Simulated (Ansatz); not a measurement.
# YPt (Pnma, No. 62; cell taken from a computed entry)

The numbers are results of r²SCAN (Ansatz, a program for electronic structure, plane waves, PAW), not measurements.

Run with plane-wave cutoff 500 eV, 8×12×10 k mesh (along the axes of the cell as run), Fermi–Dirac smearing 0.1 eV, scalar-relativistic PAW data made under PBE.

Cell (relaxed at this level):

```xyz
8
Lattice="7.0834 0.0000 0.0000 0.0000 4.4838 0.0000 0.0000 0.0000 5.5611" Properties=species:S:1:pos:R:3 pbc="T T T"
Y      1.2922     1.1209     3.5613
Y      5.7913     3.3628     1.9998
Y      2.2495     3.3628     0.7808
Y      4.8339     1.1209     4.7803
Pt     0.3056     1.1209     0.8536
Pt     6.7778     3.3628     4.7075
Pt     3.2361     3.3628     3.6341
Pt     3.8473     1.1209     1.9269
```

```yaml
band_gap: zero (no gap)
```

Note: the relaxation could not lower the start's symmetry, so the cell can be a saddle point above a distorted one.

Spin–orbit coupling is not included.

Computed values are for the static lattice.
